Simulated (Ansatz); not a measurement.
Where the default PAW files enter, the runs use the earlier of Ansatz's two default sets.

Input:

```
ZnS
1.0
    3.80945     0.00000     0.00000
   -1.90472     3.29908     0.00000
    1.90472    -1.09969     3.11040
Zn S
1 1
Cartesian
  0.00000   0.00000   0.00000
  0.00000   2.19938   0.77760
```

Space group of this cell: F-43m, zinc blende. The cell is taken as given.

Level of theory: r2SCAN (plane waves, PAW; Ansatz, a first-principles code).

The current runs along the normal of the first two printed vectors; no spin-orbit coupling. Scaled by the factor s: all lengths (ions clamped). Meshes 10×10×10 and 12×12 across the current in all rows.

```csv
s,mean pressure (GPa),slowest mid-gap decay constant κ (1/Å)
0.98,5.6,?
1.00,0.1,0.173
1.02,-4.0,0.162
```

Task: Take the slope of the slowest mid-gap decay constant κ against ln s from the two given rows, extrapolate to s = 0.98, and say what the run there gives.

Result: Slope = (0.162 − 0.173) / ln 1.02 = -0.555 1/Å. The line gives 0.173 + (-0.555) × ln 0.98 = 0.184 1/Å. The run gives 0.184 1/Å, as the line does.
